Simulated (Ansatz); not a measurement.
Consider a 16-atom cell of (Hf,Ta)N started in the rock salt structure, site fractions Hf 0.500, Ta 0.500, short-range order -0.33 in the first shell of the mixed sites (0 is random, a negative value favours unlike neighbours), space group P4/mmm at the end, an ordered arrangement that its symmetry holds. Its start:

```
CELL_PARAMETERS angstrom
      0.00000     4.47615     4.47619
      4.47619     0.00000     4.47619
      4.47619     4.47615     0.00000
ATOMIC_POSITIONS crystal
  Ta 0.00000 0.00000 0.00000
  Hf 0.00000 0.00000 0.50000
  Ta 0.00000 0.50000 0.00000
  Hf 0.00000 0.50000 0.50000
  Hf 0.50000 0.00000 0.00000
  Ta 0.50000 0.00000 0.50000
  Hf 0.50000 0.50000 0.00000
  Ta 0.50000 0.50000 0.50000
  N  0.25000 0.25000 0.25000
  N  0.25000 0.25000 0.75000
  N  0.25000 0.75000 0.25000
  N  0.25000 0.75000 0.75000
  N  0.75000 0.25000 0.25000
  N  0.75000 0.25000 0.75000
  N  0.75000 0.75000 0.25000
  N  0.75000 0.75000 0.75000
```

The mixing enthalpy is taken against the end members in the rock salt type (which need not be the stable form of TaN), relaxed in the same cell and mesh, with TaN held in the symmetric form, which may not be a minimum.

The numbers are results of PBE (plane waves to 420 eV, PAW; Ansatz, a program for electronic structure), not measurements. Scalar-relativistic, without spin–orbit coupling; the runs are not spin-polarised. Its k-point mesh 5×5×5, Fermi–Dirac width 0.05 eV.

```csv
end member,weight,volume per atom (Å³)
HfN,0.500,11.76
TaN,0.500,10.77
```

Q: Predict the alloy's volume, bond lengths and mixing enthalpy.

A: 
```
Property                                                                                                Value
----------------------------------------------------------  -------------------------------------------------
volume per atom                                                                                      11.23 Å³
N–Ta bonds                                                       2.240 Å on average, from 2.239 to 2.240 (24)
Hf–N bonds                                                       2.240 Å on average, from 2.239 to 2.240 (24)
mixing enthalpy per site of the mixed sublattice                                                        7 meV
departure of the mean lattice parameter from Vegard's line  under 0.15 %, inside the noise of the relaxations
```
